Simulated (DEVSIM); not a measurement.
System: Schottky contact on p-type GaAs, at 400 K.

| layer (left to right) | material | thickness (μm) | Na (cm⁻³) | τn (s) | τp (s) |
|---|---|---|---|---|---|
| 1 | GaAs | 5.00 | 1e17 | 3.4e-8 | 3.4e-8 |
| 2 | GaAs | 2.30 | 1.4e18 | 3.4e-8 | 3.4e-8 |

Left contact: Schottky, work function 4.994 eV, emission velocity 1.8e6 cm/s. Right contact: ohmic. Voltage is applied to the left contact. Recombination: SRH at mid-gap. Mobility is constant in doping.

The device is made up for the run: typed textbook-type constants, with dimensions and the other settings drawn at random. Values at 300 K; Nc and Nv go as T^1.5, mobilities as T to minus their exponent, the gap by Varshni's rule with the affinity fixed.

```tsv
parameter	GaAs
gap (eV)	1.424
affinity (eV)	4.07
permittivity	12.9
Nc (cm⁻³)	4.7e17
Nv (cm⁻³)	9e18
μn (cm²/Vs)	8500
μp (cm²/Vs)	400
T exponent of μn	2.1
T exponent of μp	2.2
Varshni α (eV/K)	0.000541
Varshni β (K)	204
```

Simulated with DEVSIM: 1D drift-diffusion, Boltzmann statistics, complete ionisation; no tunnelling, impact ionisation, image-force lowering or self-heating. Metal contacts follow the ideal Schottky-Mott rule: no Fermi-level pinning, no interface dipoles.

The metal work function was swept, all else fixed.

| metal work function (eV) | potential step across the device at zero bias (V) |
|---|---|
| 4.794 | 0.574 |
| 4.844 | 0.524 |
| 4.894 | 0.474 |
| 4.944 | 0.424 |
| 4.994 | 0.374 |
| 5.044 | 0.324 |
| 5.094 | 0.274 |
| 5.144 | 0.224 |

From the first row to the last the potential step across the device at zero bias goes from 0.574 to 0.224.
